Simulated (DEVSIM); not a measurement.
Structure: abrupt Si n-p junction, at 300 K.

```tsv
layer (left to right)	material	thickness (μm)	Nd (cm⁻³)	Na (cm⁻³)	τn (s)	τp (s)
1	Si	20.0	2.7e16	-	1.8e-5	1.8e-5
2	Si	120	-	2.2e17	1.8e-5	1.8e-5
```

Left contact: ohmic. Right contact: ohmic. Voltage is applied to the left contact. Recombination: SRH at mid-gap. Mobility is μmin + (μ − μmin)/(1 + (N/Nref)^α).

The device is made up for the run: typed textbook-type constants, with dimensions and the other settings drawn at random. Values at 300 K.

| parameter | Si |
|---|---|
| gap (eV) | 1.124 |
| affinity (eV) | 4.05 |
| permittivity | 11.7 |
| Nc (cm⁻³) | 2.86e19 |
| Nv (cm⁻³) | 3.1e19 |
| μn (cm²/Vs) | 1417 |
| μp (cm²/Vs) | 470 |
| μn,min | 52 |
| μp,min | 45 |
| Nref,n | 9.7e16 |
| Nref,p | 2.2e17 |
| αn | 0.68 |
| αp | 0.72 |

Model (solved in DEVSIM): 1D drift-diffusion, Boltzmann statistics, complete ionisation; no tunnelling, impact ionisation, image-force lowering or self-heating.

Give the small-signal capacitance in reverse bias (quasi-static).


```json
[
 {"V (V)": "0.1", "C (nF/cm²)": "48.1"},
 {"V (V)": "0.25", "C (nF/cm²)": "44.4"},
 {"V (V)": "0.5", "C (nF/cm²)": "39.7"},
 {"V (V)": "0.75", "C (nF/cm²)": "36.3"},
 {"V (V)": "1", "C (nF/cm²)": "33.6"},
 {"V (V)": "1.5", "C (nF/cm²)": "29.7"},
 {"V (V)": "2", "C (nF/cm²)": "26.9"},
 {"V (V)": "2.5", "C (nF/cm²)": "24.7"},
 {"V (V)": "3.25", "C (nF/cm²)": "22.3"},
 {"V (V)": "4", "C (nF/cm²)": "20.5"},
 {"V (V)": "5", "C (nF/cm²)": "18.6"}
]
```
